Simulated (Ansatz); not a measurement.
## SrCl2: pressure 7.5 GPa

Consider SrCl2 in the fluorite structure (space group Fm-3m, No. 225; a = 7.041 Å).

Modification: cell and atoms relaxed at a pressure of 7.5 GPa.

All numbers come from Ansatz (an electronic-structure program), PBE, PAW, cutoff 420 eV, no spin-orbit coupling. Settings: 8×8×8 k-points, 0.05 eV Fermi–Dirac smearing.

```json
[
 {"quantity": "volume per atom", "base": "29.09 Å³", "changed": "24.87 Å³", "shift": "-4.22 Å³"},
 {"quantity": "density", "base": "3.02 g/cm³", "changed": "3.53 g/cm³", "shift": "+0.51 g/cm³"},
 {"quantity": "enthalpy H = E + PV relative to the base's energy", "base": "–", "changed": "+1.25 eV/atom", "shift": "–"},
 {"quantity": "band gap", "base": "5.24 eV", "changed": "5.41 eV", "shift": "+0.175 eV"},
 {"quantity": "gap character", "base": "indirect, X → Γ", "changed": "direct at X", "shift": "–"},
 {"quantity": "width of the top valence band", "base": "1.01 eV", "changed": "1.22 eV", "shift": "+0.21 eV"},
 {"quantity": "electron mass", "base": "0.38 mₑ (at Γ)", "changed": "0.92 mₑ along k, 0.60 mₑ across (at X)", "shift": "–"}
]
```

Load acts through the strain it causes; cell and atoms are relaxed under it. Effective masses come from finite differences of ±0.01 Å⁻¹. Along k means along the line from Γ to the band edge. Whether these cells are dynamically stable was not tested. Competing high-pressure phases were not computed.
